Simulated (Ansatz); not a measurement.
**Computed paths: interstitial Si in wurtzite AlN, charge state +2**

System: interstitial Si in wurtzite AlN (charge state +2). Calculation: PBE, PAW (plane waves to 420 eV; Ansatz, an electronic-structure program).

Settings: 72 host sites, the relaxed PBE lattice, the Γ point alone, smearing 0.01 eV, spin-restricted, no image-charge correction. Static, classical nuclei. The charge state is imposed; whether it is stable for some Fermi level was not computed. Sites that were not tried may lie lower.

Barriers: single points on a 2×2×2 k-point mesh shifted by half a step along c at the bands' geometries (they differ from the bands' own by up to 0.06 eV, and are uncertain by about as much).

```tsv
Route	Start site over the lowest site run (eV)	Hop (Å)	Forward barrier (eV)	Backward barrier (eV)	Neighbours at the start	Neighbours at the saddle	Saddle order	Forward, on the band's own sampling (eV)
a concerted move, in which Si travels most	0.00	2.50	2.43	2.42	3 N at 1.81 Å	Al at 2.14, Al at 2.18; N at 1.69, N at 1.83 Å	not checked	2.48
```

Paths come from nudged elastic bands with a climbing image.
